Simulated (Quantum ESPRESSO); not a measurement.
Quantum ESPRESSO 7.5, DFT, PBE, plane waves, SSSP 1.1.2 efficiency PBE: diamond-structure Si with 4 P on Si sites, atoms displaced (P4Si12), unrelaxed at the host's lattice constant, 16 atoms. Basis and mesh were picked for this test and aren't claimed converged.

* **cell**: 7.68, 7.68, 7.68 Å; 60, 60, 60°
* **distance to the nearest atom**: 2.18 to 2.39 Å
* **task**: scf
* **k mesh**: 2×2×2
* **ecutwfc**: 45 Ry
* **ecutrho**: 360 Ry
* **occupations**: smearing
* **smearing**: gaussian
* **degauss**: 0.005 Ry
* **conv_thr**: 1.6e-08 Ry
* **tprnfor**: true
* **tstress**: false
* **k-point pools (-nk)**: 8
* **diagonalization**: david (default)
* **k-points computed**: 8
* **bands**: 41
* **electrons**: 68
* **G-vectors of the density**: 248849
* **FFT grid**: 90×90×90

One run each.

All on 8 ranks. Base settings, kept where nothing else is said: mixing_mode = plain (default), mixing_beta = 0.7 (default), mixing_ndim = 8 (default). The settings tried:
- the base settings
- mixing_mode = local-TF
- mixing_beta = 1
- mixing_mode = local-TF, mixing_beta = 0.2
- mixing_mode = TF, mixing_beta = 1
- mixing_mode = local-TF, mixing_beta = 0.1
- mixing_mode = TF, mixing_beta = 0.1
- mixing_beta = 0.1
- mixing_mode = local-TF, mixing_beta = 0.4
- mixing_beta = 0.2
- mixing_mode = TF, mixing_beta = 0.4
- mixing_ndim = 4
- mixing_beta = 0.4
- mixing_ndim = 2
- mixing_mode = TF, mixing_beta = 0.2
- mixing_ndim = 16
- mixing_mode = TF

### Question
Which settings need the fewest SCF iterations, which the most, and do any fail to converge?

### Answer
Fewest SCF iterations, with those close behind: mixing_mode = TF, mixing_beta = 1 (9); mixing_mode = TF (10); mixing_mode = local-TF (11); the base settings (12); mixing_beta = 0.4 (12); mixing_mode = local-TF, mixing_beta = 0.4 (12). Most among those that reach the base run's result: mixing_mode = TF, mixing_beta = 0.1 (22); mixing_mode = local-TF, mixing_beta = 0.1 (20); mixing_ndim = 2 (19); mixing_beta = 0.1 (19). All converged.

```json
[
 {"setting": "mixing_mode = TF, mixing_beta = 1", "SCF iterations": "9", "end": "converged"},
 {"setting": "mixing_mode = TF", "SCF iterations": "10", "end": "converged"},
 {"setting": "mixing_mode = local-TF", "SCF iterations": "11", "end": "converged"},
 {"setting": "the base settings", "SCF iterations": "12", "end": "converged"},
 {"setting": "mixing_beta = 0.4", "SCF iterations": "12", "end": "converged"},
 {"setting": "mixing_mode = local-TF, mixing_beta = 0.4", "SCF iterations": "12", "end": "converged"},
 {"setting": "mixing_mode = TF, mixing_beta = 0.4", "SCF iterations": "13", "end": "converged"},
 {"setting": "mixing_ndim = 16", "SCF iterations": "13", "end": "converged"},
 {"setting": "mixing_beta = 0.2", "SCF iterations": "14", "end": "converged"},
 {"setting": "mixing_beta = 1", "SCF iterations": "15", "end": "converged"},
 {"setting": "mixing_mode = local-TF, mixing_beta = 0.2", "SCF iterations": "15", "end": "converged"},
 {"setting": "mixing_ndim = 4", "SCF iterations": "15", "end": "converged"},
 {"setting": "mixing_mode = TF, mixing_beta = 0.2", "SCF iterations": "18", "end": "converged"},
 {"setting": "mixing_beta = 0.1", "SCF iterations": "19", "end": "converged"},
 {"setting": "mixing_ndim = 2", "SCF iterations": "19", "end": "converged"},
 {"setting": "mixing_mode = local-TF, mixing_beta = 0.1", "SCF iterations": "20", "end": "converged"},
 {"setting": "mixing_mode = TF, mixing_beta = 0.1", "SCF iterations": "22", "end": "converged"}
]
```
